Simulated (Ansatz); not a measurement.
The reference is TiC in the rock salt structure (space group Fm-3m, No. 225; a = 4.293 Å; relaxed with 0.1 eV smearing).

Computed with PBEsol, PAW, 420 eV (Ansatz, a quantum-chemistry and plane-wave program; no spin-orbit coupling).

Strains are applied to the cell and any free atomic positions relax.

One change was made to it. Results:

The energy rises by 61 meV/atom; the pressure goes from zero to -19.8 GPa.

What was done to the base?
A. isotropic strain +0.50 %
B. isotropic strain −3.00 %
C. isotropic strain +2.50 %
D. isotropic strain +3.00 %
E. isotropic strain −2.00 %

D, isotropic strain +3.00 %. For comparison, the energy relative to the base in the other runs: isotropic strain −2.00 % gives +32 meV/atom; isotropic strain +2.50 % gives +43 meV/atom; isotropic strain −3.00 % gives +73 meV/atom; isotropic strain +0.50 % gives +1.8 meV/atom.

Whether these cells are dynamically stable was not tested. The final runs are not spin-polarised.
